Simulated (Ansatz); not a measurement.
The reference is TaAs (space group I4_1md, No. 109; a = 3.4419 Å, c = 11.7123 Å).

The values are results of r2SCAN (Ansatz, a quantum-chemistry and plane-wave program), no SOC, not measurements.

For the base:

The volume per atom is 17.34 Å³.

Now apply this change: N takes the place of As on all its sites; the structure is relaxed again.

**Question.** How does this affect the volume per atom?

**Answer.** The volume per atom decreases by 6.57 Å³, from 17.34 Å³ to 10.77 Å³.

Whether these cells are dynamically stable was not tested. As relaxed here, TaN is a hypothetical phase, not in the database extracts checked. All final runs are without spin polarisation.
